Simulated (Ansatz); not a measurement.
Base system: SiC in the zinc blende structure (space group F-43m, No. 216; a = 4.356 Å). Axes: x, y, z lie along the cube axes.

The values are results of r2SCAN (Ansatz, an electronic-structure program; PAW; 500 eV plane waves; spin-orbit coupling left out), not measurements.

Before the change:

| Quantity | Value |
|---|---|
| Valence-band top at Γ | 0.00, 0.00, 0.00 eV |
| Pressure | 0.00 GPa |

It is then changed as follows: the symmetric strain tensor [-0.0157 -0.0042 -0.0114; -0.0042 0.0090 0.0034; -0.0114 0.0034 -0.0058], atoms relaxed at fixed cell.

Question: What does the calculation give for the energy relative to the base after the change?

Answer: The energy grows by 9.6 meV/atom.

Question: Estimate the effect on the valence-band top at Γ.

Answer: The valence-band top at Γ (three highest levels, from the VBM) becomes 0.00, -0.22, -0.32 eV (base: 0.00, 0.00, 0.00 eV).

Question: Estimate the effect on the pressure.

Answer: The pressure (mean of the normal stresses, compression positive) goes from zero to 3.02 GPa.

The levels and masses belong to the bands next to the band gap. Stability against distortions was not tested.
